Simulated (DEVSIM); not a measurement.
Structure: Al/SiO2/p-Si capacitor, at 300 K.

```
layer (left to right)  material  thickness (nm)  Na (cm⁻³)
---------------------  --------  --------------  ---------
1                          SiO2            4.50          -
2                            Si           10000     3.3e15
```

Metal gate on the left, work function 4.1 eV. Fixed charge at the semiconductor interface -7e10 cm⁻² (in units of +e); no interface traps.

The device is made up for the run: typed textbook-type constants, with dimensions and the other settings drawn at random. Values at 300 K.

```csv
parameter,SiO2,Si
gap (eV),9,1.124
affinity (eV),0.9,4.05
permittivity,3.9,11.7
Nc (cm⁻³),-,2.86e19
Nv (cm⁻³),-,3.1e19
```

Simulated with DEVSIM: 1D Poisson equation in equilibrium, Boltzmann statistics, complete ionisation; no quantum confinement or tunnelling. Metal contacts follow the ideal Schottky-Mott rule: no Fermi-level pinning, no interface dipoles.

The interface trap density was swept, all else fixed.

```json
[
 {"interface trap density (cm^-2 eV^-1)": "0", "flat-band voltage (V)": "-0.82", "threshold voltage (band bending 2φF) (V)": "-0.14", "minimum of the low-frequency capacitance (μF/cm²)": "0.0233"},
 {"interface trap density (cm^-2 eV^-1)": "1e10", "flat-band voltage (V)": "-0.82", "threshold voltage (band bending 2φF) (V)": "-0.13", "minimum of the low-frequency capacitance (μF/cm²)": "0.0248"},
 {"interface trap density (cm^-2 eV^-1)": "1e11", "flat-band voltage (V)": "-0.83", "threshold voltage (band bending 2φF) (V)": "-0.13", "minimum of the low-frequency capacitance (μF/cm²)": "0.0380"},
 {"interface trap density (cm^-2 eV^-1)": "3e11", "flat-band voltage (V)": "-0.86", "threshold voltage (band bending 2φF) (V)": "-0.13", "minimum of the low-frequency capacitance (μF/cm²)": "0.0658"},
 {"interface trap density (cm^-2 eV^-1)": "1e12", "flat-band voltage (V)": "-0.94", "threshold voltage (band bending 2φF) (V)": "-0.11", "minimum of the low-frequency capacitance (μF/cm²)": "0.148"},
 {"interface trap density (cm^-2 eV^-1)": "2e12", "flat-band voltage (V)": "-1.05", "threshold voltage (band bending 2φF) (V)": "-0.09", "minimum of the low-frequency capacitance (μF/cm²)": "0.238"}
]
```

From the first row to the last the flat-band voltage goes from -0.82 to -1.05. From the first row to the last the threshold voltage (band bending 2φF) goes from -0.14 to -0.09.
